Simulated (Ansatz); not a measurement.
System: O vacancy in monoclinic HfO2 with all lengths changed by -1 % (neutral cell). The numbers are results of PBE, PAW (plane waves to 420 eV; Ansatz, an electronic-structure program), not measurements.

Cell of 96 host sites held at the strained lattice (strain from the relaxed PBE one, atoms relaxed); the Γ point alone; Fermi-Dirac width 0.01 eV, spin-restricted; finite-size errors left in. Energies are static. Spin-orbit coupling is left out. The charge state is imposed; whether it is stable for some Fermi level was not computed. Forms of the defect that were not tried may lie lower.

Barriers: single points on a 2×2×2 k-point mesh shifted by half a step at the bands' geometries (they differ from the bands' own by up to 0.15 eV, and are uncertain by about as much).

The step: one O atom jumps into the vacancy from a nearby O site; the atom moves 2.43 Å along (-0.10, 0.46, -0.04) of the unit cell; the moving atom starts with neighbours Hf at 2.10, 2 Hf at 2.18, Hf at 2.28; O at 2.52, O at 2.65, O at 2.66 Å and ends with Hf at 2.10, 2 Hf at 2.18, Hf at 2.28; O at 2.52, O at 2.65, O at 2.66 Å.

Question: Predict the migration barrier of this step from PBE, PAW.

Answer: 249 kJ/mol, the same both ways. At the saddle the moving atom has neighbours 2 Hf at 1.97 Å. The saddle point's order was not checked, and it lies on a symmetry element of the cell, where a band can be held.
